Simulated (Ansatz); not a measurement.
Surface energy of faces of hcp Hf in PBE and in r2SCAN, in Ansatz (plane waves, PAW). Symmetric slabs relaxed with PBE from ideal cuts in 1x1 cells (the lowest computed cut and spin start of each face; real faces may reconstruct in larger cells); r2SCAN values are single points on them, with the bulk at the same level. No spin-orbit coupling, no U.

```csv
face,PBE (J/m²),r2SCAN (J/m²)
(0001),1.73,1.95
(10-10),1.86,2.07
(10-11),1.77,?
(10-12),1.90,2.12
(10-13),1.89,2.09
(11-20),1.85,2.01
(11-21),1.93,2.11
(11-22),1.96,2.17
(11-23),1.99,2.20
```

Fit a straight line y = a·x + b by least squares to the 8 complete rows (x: PBE (J/m²); y: r2SCAN (J/m²)).

the means are x̄ = 1.8887 and ȳ = 2.0900; Σ(x − x̄)² = 0.044687 and Σ(x − x̄)(y − ȳ) = 0.043900, so a = 0.982 and b = ȳ − a·x̄ = 0.235. The largest residual is 0.042.

What does the line predict for the withheld row, (10-11), and what did the calculation give?

the line gives 1.97; the calculation gave 1.96, a miss of -0.01, of the size of the fitted rows' scatter and rounding.

Ansatz is a first-principles code.
